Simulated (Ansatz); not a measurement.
We consider corundum In2O3 (high-pressure phase), described by r²SCAN+rVV10 (plane waves, PAW; Ansatz, a quantum-chemistry and plane-wave program).

Numerical settings: plane-wave cutoff 560 eV, 8×8×8 k mesh, Fermi–Dirac smearing 0.01 eV, scalar-relativistic PAW data made under PBE.

Cell (relaxed at this level):

```yaml
crystal:
  lattice:
    - [2.74878, 1.58701, 4.82964]
    - [-2.74878, 1.58701, 4.82964]
    - [0.00000, -3.17402, 4.82964]
  atoms:
    - { symbol: In, position: [0.85737, 0.85737, 0.85737] }
    - { symbol: In, position: [0.14263, 0.14263, 0.14263] }
    - { symbol: In, position: [0.64263, 0.64263, 0.64263] }
    - { symbol: In, position: [0.35737, 0.35737, 0.35737] }
    - { symbol: O, position: [0.04633, 0.75000, 0.45367] }
    - { symbol: O, position: [0.95367, 0.25000, 0.54633] }
    - { symbol: O, position: [0.75000, 0.45367, 0.04633] }
    - { symbol: O, position: [0.25000, 0.54633, 0.95367] }
    - { symbol: O, position: [0.45367, 0.04633, 0.75000] }
    - { symbol: O, position: [0.54633, 0.95367, 0.25000] }
```

**Question.** Estimate the band gap that the calculation returns.

**Answer.** 
band gap: 1.82 eV (on the SCF k mesh)

Spin–orbit coupling is not included.

Computed values are for the static lattice.

The result took roughly 5 core-minutes.
